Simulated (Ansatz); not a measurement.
Fluorite HfO₂ (high-temperature phase), treated with PBEsol+SOC in Ansatz (plane waves, PAW).

Input file:

Ansatz 0.2 input:
```yaml
crystal:
  lattice:
    - [0.0, 2.4868710311, 2.4868710311]
    - [2.4868710311, 0.0, 2.4868710311]
    - [2.4868710311, 2.4868710311, 0.0]
  atoms:
    - { symbol: Hf, position: [0.0, 0.0, 0.0] }
    - { symbol: O, position: [0.25, 0.25, 0.25] }
    - { symbol: O, position: [0.75, 0.75, 0.75] }
basis:
  ecutwfc: 520
  ecutrho_ratio: 4
  xc_grid: 2
kpoints:
  mp_grid: { grid: [12, 12, 12] }
hamiltonian:
  xc: pbesol
  dispersion: none
  pseudopotentials: { kind: paw }
scf:
  occupations: { method: fermi_dirac, width: 0.01 }
  convergence: { dr2_threshold: 0.0000000003 }
output:
  forces: true
  stress: true
  eigenvalues: true
magnetization:
  noncollinear: true
  spin_orbit: true
```

Output (set-up and result lines):

```
Crystal: 3 atoms, lattice volume = 30.760 Å³
Basis set: ecut = 520 eV, 869 PW (Γ), exchange–correlation on 54×54×54 points (8 copies of the dense FFT grid, shifted against one another)
Bands: 46, of which v1, the nominal top of the filled ones, is band 38 counted from 1 (37 counted from 0)
Symmetry: 48 space group operations + 48 with time reversal
k-points: 72 of 1728
Initial density: superposition of atomic densities (chi_scale 0.1, normalization cell, long waves kept (reshape's long-wave potential 0.00 eV rms))
Functional: x = pbesol(κ = 0.804, μ = 0.12345679012345678), c = pbesol(β = 0.046)
SCF 1 converged in 9 iterations: F = -16743.243720 eV  dr2 = 1.03e-11
SCF converged after 9 iterations
Free energy (F): -16743.243720 eV
Internal energy: -16743.243720 eV  (E = F + TS)
E sigma→0 (E₀):  -16743.243720 eV
Fermi energy:    19.009754 eV
--- Forces (eV/Å), atoms counted from 1 ---
  atom   1  Hf     0.00000000    -0.00000000     0.00000000
  atom   2  O      0.00000000     0.00000000     0.00000000
  atom   3  O      0.00000000    -0.00000000    -0.00000000
--- Stress (GPa, compression-positive) ---
       11.824630      -0.000000       0.000000
        0.000000      11.824630      -0.000000
        0.000000      -0.000000      11.824630
  P = ⅓ Tr σ = 11.8246 GPa (118.246 kbar)
```

The cell is one volume of an energy–volume scan, off the minimum.

The PAW data were made under PBE.

Note: symmetry holds this phase in the static calculation, where it need not be a minimum. Note: held by symmetry at 0 K, a high-temperature phase can be a saddle point.

Ansatz is a quantum-chemistry and plane-wave program.
